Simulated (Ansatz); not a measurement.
## Pb: isotropic strain +1.00 %

Start from Pb in the fcc (Cu type) structure (space group Fm-3m, No. 225; a = 4.934 Å; relaxed with 0.1 eV smearing).

Modification: the cell is scaled by 1.0100 in all directions; the atoms relax in the strained cell.

Method: Ansatz (a first-principles code), PBEsol, PAW, cutoff 420 eV, no spin-orbit coupling. Settings: 23×23×23 k-points, 0.1 eV Fermi–Dirac smearing.

The volume per atom rises by 0.91 Å³ to 30.94 Å³ and the shortest interatomic distance goes up by 0.035 Å, from 3.489 Å to 3.524 Å. The energy grows by 3.9 meV/atom and the pressure goes from zero to -1.3 GPa. The band gap stays zero.

Stability against distortions was not tested.
